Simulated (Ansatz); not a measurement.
Start from Tl in the hcp (Mg type) structure (space group P6_3/mmc, No. 194; a = 3.5551 Å, c = 5.5165 Å; relaxed with 0.1 eV smearing). Axes: x lies along a and z along c of the hexagonal cell.

Calculations: r2SCAN in Ansatz (plane waves to 500 eV, PAW, scalar-relativistic without spin-orbit coupling), earlier PAW set.

Before the change:

| Quantity | Result |
|---|---|
| Shortest interatomic distance | 3.438 Å |

Now apply this change: the cell is stretched by 2.95 % along x with no lateral relaxation; the atoms relax in the strained cell.

Task: What does the calculation give for the shortest interatomic distance, stress and energy relative to the base after the change?

Result: The shortest interatomic distance goes up by 0.011 Å (3.438 Å → 3.449 Å); the stress (xx, yy, zz, yz, xz, xy; compression positive) is (-0.9, -0.8, -0.7, 0.0, 0.0, 0.0) GPa; the energy goes up by 2.6 meV/atom.

No phonon test of stability was made.

Ansatz is an electronic-structure program.
